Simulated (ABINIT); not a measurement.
Input and output of a self-consistent single point for Au (Fm-3m, 1 atom in the cell) (ABINIT).

Computed with PBEsol, norm-conserving pseudopotentials (PseudoDojo nc-sr-04 PBEsol standard) (plane waves; ABINIT 10.0.3).

```
Au
1.0
    0.00000     2.03388     2.03388
    2.03388     0.00000     2.03388
    2.03388     2.03388     0.00000
Au
1
Direct
  0.00000   0.00000   0.00000
```

Reference input (self-consistent single point, DFT, PBEsol, plane waves, norm-conserving pseudopotentials (PseudoDojo nc-sr-04 PBEsol standard)): pseudos = [Au.upf]; ecut = 38 Ha; ixc = -116133; occopt = 3; tsmear = 0.00367493 Ha; ngkpt = 8 8 8; nshiftk = 1; shiftk = 0 0 0; potentials = PseudoDojo nc-sr-04 PBEsol standard; nband = 15; kptopt = 1; nstep = 100. This run's input differs from it in these lines:

```diff
@@ -19,3 +19,3 @@
 kptopt 1
-ngkpt 8 8 8
+ngkpt 11 11 11
 nshiftk 1
```

Log, with long lists cut:

```
--- !BeginCycle
solver: {iscf: 7, nstep: 100, nline: 4, wfoptalg: 0, }
tolerances: {tolvrs: 1.00E-10, }
...

     iter   Etot(hartree)      deltaE(h)  residm     vres2
 ETOT  1  -147.37271119282    -1.474E+02 1.203E-01 7.387E+01
 ETOT  2  -147.41038868351    -3.768E-02 8.831E-03 5.201E+01
 ETOT  3  -147.42256321885    -1.217E-02 1.191E-03 6.685E-03
 ETOT  4  -147.42256572258    -2.504E-06 3.912E-04 2.820E-04
 ETOT  5  -147.42256575048    -2.790E-08 1.315E-04 4.514E-06
 ETOT  6  -147.42256575107    -5.915E-10 9.320E-05 3.391E-09
 ETOT  7  -147.42256575107    -4.547E-12 1.285E-04 8.176E-11
 At SCF step    7       vres2   =  8.18E-11 < tolvrs=  1.00E-10 =>converged.

 Cartesian components of stress tensor (hartree/bohr^3)
  sigma(1 1)= -4.97763070E-05  sigma(3 2)=  0.00000000E+00
  sigma(2 2)= -4.97763070E-05  sigma(3 1)=  0.00000000E+00
  sigma(3 3)= -4.97763070E-05  sigma(2 1)=  0.00000000E+00

 ----iterations are completed or convergence reached----

 reduced coordinates (array xred) for    1 atoms
       0.000000000000      0.000000000000      0.000000000000
 cartesian forces (eV/Angstrom) at end:
    1     -0.00000000000000    -0.00000000000000    -0.00000000000000
 frms,max,avg= 0.0000000E+00 0.0000000E+00   0.000E+00  0.000E+00  0.000E+00 e/A
 length scales=  5.435496126800  5.435496126800  5.435496126800 bohr
              =  2.876340667682  2.876340667682  2.876340667682 angstroms
   [... lines left out ...]
 Fermi (or HOMO) energy (eV) =  13.14620   Average Vxc (eV)= -13.93534
   [... lines left out ...]
total_energy        : -1.47422565751074E+02
total_energy_eV     : -4.01157202627857E+03
band_energy         : -1.29030042821465E+01
...

-Cartesian components of stress tensor (GPa)         [Pressure=  1.4645E+00 GPa]
- sigma(1 1)= -1.46446927E+00  sigma(3 2)=  0.00000000E+00
- sigma(2 2)= -1.46446927E+00  sigma(3 1)=  0.00000000E+00
- sigma(3 3)= -1.46446927E+00  sigma(2 1)=  0.00000000E+00

 Calculation completed.
```

The run converged in 7 iterations. Against the reference run the free energy goes down by 43.1 meV/atom and the pressure goes from 2.53 to 1.46 GPa.

The starting cell has typed, rounded lattice constants, without a prior relaxation at this level. Its lattice was rescaled by up to half a per cent.
